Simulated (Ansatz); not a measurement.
Input and output of a self-consistent single point for Cs2KLaBr6 (Fm-3m, 10 atoms in the cell) (Ansatz, an electronic-structure program).

Method of the run: BLYP, default PAW files made with PBE (plane waves; Ansatz).

```yaml
crystal:
  lattice:
    - [0.00000, 5.95611, 5.95611]
    - [5.95611, 0.00000, 5.95611]
    - [5.95611, 5.95611, 0.00000]
  atoms:
    - { symbol: Cs, position: [0.25000, 0.25000, 0.25000] }
    - { symbol: Cs, position: [0.75000, 0.75000, 0.75000] }
    - { symbol: K, position: [0.50000, 0.50000, 0.50000] }
    - { symbol: La, position: [0.00000, 0.00000, 0.00000] }
    - { symbol: Br, position: [0.74910, 0.25090, 0.25090] }
    - { symbol: Br, position: [0.25090, 0.74910, 0.74910] }
    - { symbol: Br, position: [0.25090, 0.74910, 0.25090] }
    - { symbol: Br, position: [0.74910, 0.25090, 0.74910] }
    - { symbol: Br, position: [0.25090, 0.25090, 0.74910] }
    - { symbol: Br, position: [0.74910, 0.74910, 0.25090] }
```

Reference input (self-consistent single point, DFT, PBE, plane waves, default PAW files): kpoints.mp_grid.grid = 4 4 4; hamiltonian.xc = pbe; hamiltonian.pseudopotentials = {kind: paw} (the program's default PAW files); scf.occupations.method = gaussian; scf.occupations.width = 0.272 eV. This run's input differs from it in these lines:

Ansatz 0.2 input:
```diff
@@ -20,3 +20,3 @@
 hamiltonian:
-  xc: pbe
+  xc: blyp
   pseudopotentials: { kind: paw }
```

Output (repeated stretches shortened):

```
SCF iter   1: F=—  HF=-35979.541597 eV  |F-HF|=—  |Δ(HF+E_count)|=         —  Δρ=3.46e-3  dr2=7.48e-2  ethr=1.77e-3  ⟨swp⟩=9.6  Hψ=1785  notcnv=0
all-band conjugate gradients solve this SCF's bands
preconditioner: auto → Resta (q_TF=auto, 2.067 Å⁻¹)
SCF iter   2: F=—  HF=-35979.523535 eV  |F-HF|=—  |Δ(HF+E_count)|=   1.81e-2  Δρ=1.21e-3  dr2=4.38e-3  ethr=9.35e-5  ⟨swp⟩=2.0  Hψ=602  notcnv=0
   [... lines left out ...]
SCF iter   4: F=—  HF=-35979.522802 eV  |F-HF|=—  |Δ(HF+E_count)|=   7.47e-5  Δρ=9.91e-5  dr2=4.82e-5  ethr=5.93e-7  ⟨swp⟩=2.4  Hψ=602  notcnv=0
SCF iter   5: F=—  HF=-35979.523050 eV  |F-HF|=—  |Δ(HF+E_count)|=   2.48e-4  Δρ=1.56e-5  dr2=2.15e-6  ethr=6.02e-8  ⟨swp⟩=2.1  Hψ=618  notcnv=0
SCF iter   6: F=—  HF=-35979.523051 eV  |F-HF|=—  |Δ(HF+E_count)|=   9.61e-7  Δρ=4.31e-6  dr2=1.39e-7  ethr=2.69e-9  ⟨swp⟩=2.0  Hψ=664  notcnv=0
SCF iter   7: F=-35979.523051 eV  HF=-35979.523051 eV  |F-HF|=1.40e-9  |Δ(HF+E_count)|=   1.41e-8  Δρ=1.00e-6  dr2=7.02e-9  ethr=1.25e-10  ⟨swp⟩=11.4  Hψ=1863  notcnv=0
SCF 1 converged in 7 iterations: F = -35979.523051 eV  dr2 = 7.02e-9
Free energy (F): -35979.523051 eV
Internal energy: -35979.523051 eV  (E = F + TS)
E sigma→0 (E₀):  -35979.523051 eV
Fermi energy:    3.690938 eV
--- Forces (eV/Å), atoms counted from 1 ---
  atom   1  Cs     0.00000000    -0.00000000    -0.00000000
  atom   2  Cs    -0.00000000    -0.00000000     0.00000000
  atom   3  K      0.00000000     0.00000000     0.00000000
  atom   4  La    -0.00000000     0.00000000     0.00000000
  atom   5  Br    -0.70070647     0.00000000    -0.00000000
  atom   6  Br     0.70070647     0.00000000    -0.00000000
  atom   7  Br     0.00000000    -0.70070647    -0.00000000
  atom   8  Br    -0.00000000     0.70070647     0.00000000
  atom   9  Br    -0.00000000     0.00000000    -0.70070647
  atom  10  Br     0.00000000    -0.00000000     0.70070647
--- Stress (GPa, compression-positive) ---
        1.464668      -0.000000       0.000000
        0.000000       1.464668      -0.000000
       -0.000000       0.000000       1.464668
  P = ⅓ Tr σ = 1.4647 GPa (14.647 kbar)
  The stress holds the Pulay correction. Without it, at fixed plane waves, as pw.x and ABINIT print it: P = 1.4544 GPa
```

The run converged in 7 iterations. Against the reference run the pressure goes from 0.38 to 1.46 GPa, the largest force goes from 0.802 to 0.701 eV/Å and the gap on the mesh goes from 3.645 to 3.570 eV.

The starting cell was generated: these elements placed on a structure prototype, without a prior relaxation; it need not be a known phase or ordering of this composition. Ansatz's pressure includes its estimate of the finite-basis (Pulay) stress.
